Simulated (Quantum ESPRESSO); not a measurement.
Band structure of BaAs2Ru2 (I4/mmm, 5 atoms in the cell).

```
CELL_PARAMETERS angstrom
     -2.12335     2.12335     6.32491
      2.12335    -2.12335     6.32491
      2.12335     2.12335    -6.32491
ATOMIC_POSITIONS crystal
  Ba 0.00000 0.00000 0.00000
  As 0.65137 0.65137 0.00000
  As 0.34863 0.34863 0.00000
  Ru 0.75000 0.25000 0.50000
  Ru 0.25000 0.75000 0.50000
```

Computed with PBEsol, GBRV 1.5 ultrasoft (PBESOL) pseudopotentials (plane waves; Quantum ESPRESSO).

Settings: ecutwfc = 40 Ry; ecutrho = 320 Ry; occupations = smearing; smearing = cold; degauss = 0.0073499 Ry; potentials = {Ba: ba_pbesol_v1.uspp.F.UPF, As: as_pbesol_v1.uspp.F.UPF, Ru: ru_pbesol_v1.2.uspp.F.UPF}; K_POINTS = automatic 4 4 4 0 0 0; conv_thr = 1e-11 Ry; mixing_beta = 0.3.

The starting cell comes from a database of computed structures (which also holds hypothetical and non-ambient phases and stackings), without a prior relaxation at this level. Its lattice was rescaled by a random factor within 2.5 % of one. Spin polarisation is off.

Levels in eV from the Fermi level, bands 23 to 30:
```csv
point,23,24,25,26,27,28,29,30
Γ,-0.89,-0.22,-0.07,-0.07,0.47,1.03,1.85,2.93
X,-2.05,-1.16,-0.93,-0.59,-0.59,-0.30,1.25,1.30
Y,-2.06,-1.06,-1.05,-0.61,-0.41,-0.27,1.28,1.30
S,-1.58,-1.54,-1.30,-0.47,0.90,1.29,2.14,2.24
Z,-0.21,-0.18,0.26,0.26,0.38,1.03,1.51,3.05
S1,-1.58,-1.54,-1.30,-0.47,0.90,1.29,2.14,2.24
N,-1.72,-1.63,-1.07,-0.93,1.02,1.24,1.82,2.48
P,-2.03,-1.16,-0.61,-0.61,-0.59,-0.59,1.28,1.28
Y1,-2.06,-1.06,-1.05,-0.61,-0.41,-0.27,1.28,1.30
```

Bands cross the Fermi level along this path, so the cell is metallic at this level.
